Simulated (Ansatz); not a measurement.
Consider ScOs2 (space group P6_3/mmc, No. 194; a = 5.166 Å, c = 8.449 Å; a cell from a computed database, its experimental status unchecked). Axes: x lies along a and z along c of the hexagonal cell.

The values are results of Kohn–Sham DFT with the PBEsol functional, run in Ansatz (a quantum-chemistry and plane-wave program) with PAW and 420 eV plane waves, no spin-orbit coupling, not measurements.

Before the change:

The pressure is 0.0 GPa. The shortest interatomic distance is 248.1 pm.

Now apply this change: uniaxial strain ε_xx = +0.82 %, all other strain components held at zero; the atoms relax in the strained cell.

Q: What does the calculation give for the energy relative to the base, pressure and shortest interatomic distance after the change?

A: The energy rises by 1.2 meV/atom; the pressure (mean of the normal stresses, compression positive) goes from zero to -2.1 GPa; the shortest interatomic distance grows by 0.3 pm, from 248.1 pm to 248.4 pm.

Without a gap, meshes like the base's 9×9×5 leave anisotropic stresses uncertain by several tenths of a GPa, and small strain energies with them. Stability against distortions was not tested. All final runs are without spin polarisation.
